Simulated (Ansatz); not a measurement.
V$_{2}$O$_{5}$ (Pmmn), PBEsol, rigid bands (Ansatz, an electronic-structure program): N_v = 4.78e20 cm⁻³ at 300 K and a hole conductivity mass of 19.8 mₑ along y (a = (3.54, 0.00, 0.00) Å; b = (0.00, 11.51, 0.00) Å; c = (0.00, 0.00, 4.37) Å).

Question: For 1e16 holes per cm³ at 300 K, place the Fermi level, estimate the Seebeck coefficient of a parabolic band with constant τ, and give mobility and conductivity for τ = 10 fs.

Answer: The level lies k_BT ln(N_v/p) = 0.279 eV above the valence-band maximum. S ≈ +(k_B/e)[ln(N_v/p) + 5/2] = 1144 μV/K, against 1143 μV/K from the full bands (mean over directions). μ = eτ/m = 0.888 cm²/(V·s) and σ = peμ = 0.00142 S/cm. τ is assumed, not computed.

Band transport and this doping are assumed; polarons and phonon drag are left out. Spin-orbit coupling is left out; where it splits the top of the valence band, N_v and the p-type Seebeck coefficient come out somewhat high without it.

Formula and space group known from diffraction (Crystallography Open Database), not checked to be the room-temperature form: V2O5 (Pmmn). Treated as nonmagnetic, magnetic states not searched for: V2O5 (Pmmn).
